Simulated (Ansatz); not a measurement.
Functionals compared on a constructed model of the (110) surface of bcc Nb, a pseudomorphic layer of Os in the host's stacking (bottom of the slab: a bare face, its two planes held), in Ansatz (plane waves, PAW). The structure was relaxed with PBE; the other rows are single points on it. Cutoff 420 eV (500 eV for r2SCAN).

Model: 7-atom slab, 14.4 Å thick at the start, 14x14x1 mesh, Fermi-Dirac 0.1 eV, dipole correction, 2 atoms held, the rest relaxed; start symmetry kept, larger cells not searched; no spin, no spin-orbit, no U. It is one candidate, not shown to be the stable structure of the face. These notes are the PBE run's.

```
functional  work function of the top face (eV)  rough cost of the single point
----------  ----------------------------------  ------------------------------
PBE                                       4.59                               –
RPBE                                      4.43    very roughly 60 core-seconds
r2SCAN                                     ___    very roughly 90 core-seconds
```

Task: Complete the blanks.

Result: 
- r2SCAN, work function of the top face (eV): 4.56

Ansatz is an electronic-structure program.
